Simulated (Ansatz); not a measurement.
Results of r²SCAN+rVV10 (plane waves, PAW; Ansatz, a quantum-chemistry and plane-wave program) for Ta2O5 (C2/m, No. 12, 7 atoms in the cell; start mp-1179062).

Settings: plane-wave cutoff 560 eV, 8×8×8 k mesh, Fermi–Dirac smearing 0.01 eV, scalar-relativistic PAW data made under PBE.

Cell (relaxed at this level):

Space group C2/m (No. 12); a = 7.1264 Å, b = 7.5706 Å, c = 3.7940 Å, α = 90.00°, β = 114.50°, γ = 90.00°

```json
[
 {"atom": "Ta", "site": "4i", "symmetry": "m", "x": "0.2833", "y": "0.0000", "z": "0.5972"},
 {"atom": "O", "site": "2c", "symmetry": "2/m", "x": "0.5000", "y": "0.5000", "z": "0.5000"},
 {"atom": "O", "site": "4f", "symmetry": "-1", "x": "0.2500", "y": "0.2500", "z": "0.5000"},
 {"atom": "O", "site": "4i", "symmetry": "m", "x": "0.3812", "y": "0.0000", "z": "0.1549"}
]
```
(The calculation used a cell of 7 atoms; values per cell refer to that cell.)

**Question.** Estimate the band gap and direct gap at Γ that the calculation returns.

**Answer.** 
* **band gap**: 2.58 eV
* **direct gap at Γ**: 2.90 eV

Spin–orbit coupling is not included.

The result took very roughly 2.9 core-minutes.

A start named mp-… is a Materials Project structure, which need not be a measured phase.
